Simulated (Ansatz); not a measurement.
The reference is BaZrO$_{3}$ in the cubic perovskite structure (space group Pm-3m, No. 221; a = 4.1806 Å). Axes: x, y, z lie along the cube axes.

Method: PBEsol in Ansatz (plane waves to 420 eV, PAW, no spin-orbit coupling).

Before the change:

| Item | Value |
|---|---|
| Shortest interatomic distance | 209.0 pm |

Modification: biaxial strain +1.20 %, plane normal [001], relaxed out of plane (Cartesian); in-plane vectors clamped, the third vector and the atoms free.

### Question
Predict the new energy relative to the base, out-of-plane strain and shortest interatomic distance.

### Answer
The energy rises by 4.6 meV/atom; the out-of-plane strain comes out as -0.59 %; the shortest interatomic distance shrinks by 1.2 pm (209.0 pm → 207.8 pm).

Stability against distortions was not tested.

Ansatz is an electronic-structure program.
